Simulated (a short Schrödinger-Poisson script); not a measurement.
Stack: MOS inversion layer, SiO2 on p-type Ge(111), at 400 K.

```
layer  material  thickness (nm)  Na (cm⁻³)
-----  --------  --------------  ---------
1          SiO2             1.3          -
2            Ge             220     3.5e18
```

Constants are typed, rounded textbook-type inputs, not results; the design itself was drawn at random and stands for no fabricated device. SiO2: permittivity 3.9, conduction-band edge (eV) 3.1, gap (eV) 9, electron mass (mₑ) 0.5. Ge: permittivity 16, conduction-band edge (eV) 0, gap (eV) 0.664, Nv at 300 K (cm⁻³) 6e18.

Channel valleys (confinement mass, in-plane density-of-states mass, number): L1 1.59, 0.08, 1; L3 0.09, 0.34, 3. At the gate the conduction-band edge of layer 1 lies 3.31 eV − eVg above the Fermi level of the channel; the field vanishes at the back. Gaps are held at their typed values at every temperature. Mesh 0.03 nm at interfaces.

Solved with a short Schrödinger-Poisson script written for these runs: 1D Poisson equation in equilibrium, electrons quantum, Hartree (BenDaniel-Duke, 12 states a valley, the channel's in-plane mass for all, wave functions ending at the dielectric), parabolic valleys, classical holes, full ionisation, no traps, pinning or gate leakage.

At Vg = 1.3 V the centroid of the electrons lies 1.40 nm from the interface.

**Question.** Estimate the gate capacitance as the dielectric in series with that distance, and compare.

**Answer.** The dielectric alone has 2.66 μF/cm²; in series with 1.40 nm of the channel's permittivity, 2.10 μF/cm²; the run gives 1.91 μF/cm². The estimate leaves out the density-of-states capacitance and the centroid's move with voltage. Only the L valleys are kept; under strong confinement the Δ valleys of Ge fill too.
